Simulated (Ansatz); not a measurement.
A computed series for BaTiO3: pressure series

Base system: BaTiO₃ in the cubic perovskite structure (space group Pm-3m, No. 221; a = 4.019 Å).

Cell and atoms are relaxed at each pressure.

All numbers come from Kohn–Sham DFT with the PBE functional, run in Ansatz (a first-principles code) with PAW and 420 eV plane waves, spin-orbit coupling left out.

```json
[
 {"case": "base", "lattice parameter a": "4.019 Å", "band gap": "1.78 eV", "smallest direct gap": "1.90 eV"},
 {"case": "pressure −2 GPa", "lattice parameter a": "4.036 Å", "band gap": "1.76 eV", "smallest direct gap": "1.89 eV"},
 {"case": "pressure −1 GPa", "lattice parameter a": "4.028 Å", "band gap": "1.77 eV", "smallest direct gap": "1.90 eV"},
 {"case": "pressure 0.9 GPa", "lattice parameter a": "4.012 Å", "band gap": "1.80 eV", "smallest direct gap": "1.91 eV"},
 {"case": "pressure 2.1 GPa", "lattice parameter a": "4.003 Å", "band gap": "1.81 eV", "smallest direct gap": "1.92 eV"},
 {"case": "pressure 4.5 GPa", "lattice parameter a": "3.985 Å", "band gap": "1.84 eV", "smallest direct gap": "1.93 eV"},
 {"case": "pressure 9 GPa", "lattice parameter a": "3.954 Å", "band gap": "1.89 eV", "smallest direct gap": "1.95 eV"},
 {"case": "pressure 15 GPa", "lattice parameter a": "3.917 Å", "band gap": "1.95 eV", "smallest direct gap": "1.98 eV"},
 {"case": "pressure 22.5 GPa", "lattice parameter a": "3.877 Å", "band gap": "2.00 eV", "smallest direct gap": "–"},
 {"case": "pressure 30 GPa", "lattice parameter a": "3.841 Å", "band gap": "2.01 eV", "smallest direct gap": "–"}
]
```

Load acts through the strain it causes; cell and atoms are relaxed under it. Stability against distortions was not tested. Competing high-pressure phases were not computed. All final runs are without spin polarisation. Many cubic perovskites are stable only at high temperature; tilts and polar distortions were not tested. This is not the structure that BaTiO3 has at room temperature and ambient pressure.
